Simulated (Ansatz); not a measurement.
# W, element substitutions

Consider W in the bcc (W type) structure (space group Im-3m, No. 229; a = 3.1698 Å).

Each row replaces one element on all its sites; cell and atoms are relaxed.

Method: r2SCAN, PAW, 500 eV (Ansatz, a quantum-chemistry and plane-wave program; without spin-orbit coupling), earlier PAW set.

Candidates:
(a) W → Re
(b) W → Ta
(c) W → Ge
(d) W → Os

Before the change:

| Item | Value |
|---|---|
| Shortest interatomic distance | 2.745 Å |

Order them by shortest interatomic distance, lowest first.

(d) W → Os (2.660 Å), (a) W → Re (2.681 Å), (b) W → Ta (2.862 Å), (c) W → Ge (2.892 Å)

No phonon test of stability was made. As relaxed here, Os is a hypothetical phase, not in the database extracts checked. For Re and Ge in this form, whether it has been made was not checked. The final runs are not spin-polarised. This is not the structure that Re has at room temperature and ambient pressure. This is not the structure that Ge has at room temperature and ambient pressure.
